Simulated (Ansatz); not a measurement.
Take Si in the diamond structure (space group Fd-3m, No. 227; a = 5.470 Å) as the base.

(Cell as relaxed with PBE.)

Levels (all Ansatz, a program for electronic structure, PAW): PBE (420 eV, no SOC); r2SCAN (500 eV, no spin-orbit coupling).

Each level relaxes its own structure.

```csv
base,PBE,r2SCAN
volume per atom,20.46 Å³,20.17 Å³
lattice parameter a,5.470 Å,5.444 Å
band gap,0.61 eV,0.78 eV
```

It is then changed as follows: full substitution Si → Ge, then cell and atoms are relaxed.

```
quantity                 PBE  r2SCAN
-------------------  -------  ------
lattice parameter a  5.762 Å       ?
band gap                zero       ?
```

**Question.** Predict the r2SCAN column.

**Answer.** 
- lattice parameter a, r2SCAN: 5.674 Å
- band gap, r2SCAN: 0.36 eV

PBE's lattice parameter a lies 0.0873 Å above r2SCAN's (1.5 %); they disagree on the band gap. Neither level is exact; r2SCAN is the comparison here, not a measurement.

Whether these cells are dynamically stable was not tested. The zero or small gap of Ge can change with the level of theory.
